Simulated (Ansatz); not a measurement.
Name crystals whose hole conductivity mass lies between 1.89 and 2.9 mₑ and whose electron conductivity mass lies between 1.05 and 1.63 mₑ, by PBEsol, rigid bands in Ansatz (a program for electronic structure).

Many crystals can fit; among those computed here:
- HfO₂ (P2_1/c): 2.5 mₑ, 1.41 mₑ

Masses are for dilute carriers at 300 K, harmonic means over directions unless an axis is named. Spin-orbit coupling is left out.
